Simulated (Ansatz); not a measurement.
An Ansatz (a first-principles code) run: ZrSe2 with a change (isotropic strain −1.31 %); PBEsol-D3(BJ)/PAW in Ansatz, no spin-orbit coupling.

Input:

Ansatz 0.2 input:
```yaml
crystal:
  lattice:
    - [3.6119857951, 0, 0]
    - [-1.8059928976, 3.1280714567, 0]
    - [0, 0, 5.7647837294]
  atoms:
    - { symbol: Zr, position: [0, 0, 0] }
    - { symbol: Se, position: [0.3333333333, 0.6666666667, 0.2753451527] }
    - { symbol: Se, position: [0.6666666667, 0.3333333333, 0.7246548473] }
basis: { ecutwfc: 420, ecutrho_ratio: 4, xc_grid: 2, fft_grid_basis: typed }
kpoints: { mp_grid: { grid: [18, 18, 10] } }
hamiltonian:
  xc: pbesol
  dispersion: d3bj
  pseudopotentials: { kind: paw }
scf: { occupations: { method: fermi_dirac, width: 0.1 }, convergence: { dr2_threshold: 0.0000000003 } }
relax: { f_tol: 0.005, max_steps: 50 }
output: { forces: true, stress: true }
checkpoint: { write: state.ck, write_every: 1000 }
```

Output (explanatory and most iteration lines left out):

```
Relaxation: its limit of steps is 50 (relax.max_steps)
Pseudopotential: Zr, paw, valence charge 12
Pseudopotential: Se, paw, valence charge 16
Crystal: 3 atoms, lattice volume = 65.134 Å³
Basis set: ecut = 420 eV, 1255 PW (Γ), exchange–correlation on 50×50×80 points (8 copies of the dense FFT grid, shifted against one another)
Bands: 27, of which v1, the nominal top of the filled ones, is band 22 counted from 1 (21 counted from 0)
Symmetry: 12 space group operations
Space group: P-3m1 (ITA 164), of the structure as read, at distance tolerance 4.0e-5 Å
k-points: 330 of 3240
Functional: x = pbesol(κ = 0.804, μ = 0.12345679012345678), c = pbesol(β = 0.046)
SCF iter   1: F=—  HF=-14982.249067 eV  |F-HF|=—  |Δ(HF+E_count)|=         —  Δρ=2.67e-3  dr2=4.73e-3  ethr=1.77e-3  ⟨swp⟩=5.2  Hψ=35883  notcnv=0
SCF iter   2: F=—  HF=-14982.248939 eV  |F-HF|=—  |Δ(HF+E_count)|=   1.28e-4  Δρ=1.33e-3  dr2=1.66e-3  ethr=1.08e-5  ⟨swp⟩=2.0  Hψ=18736  notcnv=0
SCF 1 converged in 8 iterations: F = -14982.247785 eV  dr2 = 1.39e-11
relax step   1: F+E_penalty+E_count = -14982.24778503 eV  Δ(F+E_penalty+E_count) = +0.000e0 eV  max|allowed force component| = 4.579e-1 eV/Å  Δτ_max = 0.0000 Å  (8 SCF iters, accepted)
Crystal: 3 atoms, lattice volume = 65.134 Å³
SCF iter   1: F=—  HF=-14982.216261 eV  |F-HF|=—  |Δ(HF+E_count)|=         —  Δρ=7.51e-3  dr2=4.02e-2  ethr=8.29e-5  ⟨swp⟩=1.0  Hψ=35231  notcnv=0
SCF iter   2: F=—  HF=-14982.207524 eV  |F-HF|=—  |Δ(HF+E_count)|=   8.74e-3  Δρ=3.87e-3  dr2=1.11e-2  ethr=8.29e-5  ⟨swp⟩=2.0  Hψ=10157  notcnv=0
SCF 2 converged in 10 iterations: F = -14982.204716 eV  dr2 = 1.19e-11
relax step   2: F+E_penalty+E_count = -14982.20471603 eV  Δ(F+E_penalty+E_count) = +4.307e-2 eV  max|allowed force component| = 8.619e-1 eV/Å  Δτ_max = 0.1030 Å  (10 SCF iters, rejected (line search))
Crystal: 3 atoms, lattice volume = 65.134 Å³
SCF iter   1: F=—  HF=-14982.269007 eV  |F-HF|=—  |Δ(HF+E_count)|=         —  Δρ=5.22e-3  dr2=2.03e-2  ethr=4.29e-4  ⟨swp⟩=3.9  Hψ=21960  notcnv=0
SCF iter   2: F=—  HF=-14982.275167 eV  |F-HF|=—  |Δ(HF+E_count)|=   6.16e-3  Δρ=4.76e-3  dr2=5.65e-2  ethr=4.62e-5  ⟨swp⟩=2.0  Hψ=20130  notcnv=0  recentre
SCF 3 converged in 10 iterations: F = -14982.263678 eV  dr2 = 5.23e-11
relax step   3: F+E_penalty+E_count = -14982.26367846 eV  Δ(F+E_penalty+E_count) = -1.589e-2 eV  max|allowed force component| = 3.312e-2 eV/Å  Δτ_max = 0.0325 Å  (10 SCF iters, accepted)
Crystal: 3 atoms, lattice volume = 65.134 Å³
SCF iter   1: F=—  HF=-14982.263775 eV  |F-HF|=—  |Δ(HF+E_count)|=         —  Δρ=1.92e-4  dr2=2.36e-5  ethr=6.38e-7  ⟨swp⟩=2.0  Hψ=17100  notcnv=0
SCF iter   2: F=—  HF=-14982.263765 eV  |F-HF|=—  |Δ(HF+E_count)|=   1.02e-5  Δρ=9.94e-5  dr2=6.98e-6  ethr=5.37e-8  ⟨swp⟩=1.0  Hψ=11550  notcnv=0
SCF 4 converged in 7 iterations: F = -14982.263763 eV  dr2 = 1.38e-10
relax step   4: F+E_penalty+E_count = -14982.26376313 eV  Δ(F+E_penalty+E_count) = -8.466e-5 eV  max|allowed force component| = 8.169e-4 eV/Å  Δτ_max = 0.0026 Å  (7 SCF iters, accepted)
SCF converged after 7 iterations
Free energy (F): -14982.263763 eV
Internal energy: -14982.246111 eV  (E = F + TS)
E sigma→0 (E₀):  -14982.254937 eV
Entropy (-TS):   -0.017652 eV (-5.884 meV/atom)
Fermi energy:    11.329938 eV
  E_disp       = -1.291514  (pairwise vdW)
--- Forces (eV/Å), atoms counted from 1 ---
  atom   1  Zr     0.00000000    -0.00000000     0.00000000
  atom   2  Se    -0.00000000    -0.00000000    -0.00081688
  atom   3  Se     0.00000000     0.00000000     0.00081688
--- Stress (GPa, compression-positive) ---
        2.187753       0.000000      -0.000000
        0.000000       2.187753      -0.000000
        0.000000       0.000000       1.833974
  P = ⅓ Tr σ = 2.0698 GPa (20.698 kbar)
--- Relaxed structure (4 steps of the walk, 3 accepted, 0 SCFs on fresh bases) ---
  atoms:
    - { symbol: Zr, position: [-4.473252626932549e-35, -3.76256490469488e-35, 0.0] }
    - { symbol: Se, position: [0.33333333333333326, 0.6666666666666665, 0.28143067256105375] }
    - { symbol: Se, position: [0.6666666666666665, 0.3333333333333333, 0.7185693274389461] }
```

No phonon test of stability was made. The final runs are not spin-polarised. The cell was made from ZrSe2 in the CdI2 type structure (space group P-3m1, No. 164; layered, stacked along the Cartesian z axis) by this change: isotropic strain −1.31 %.
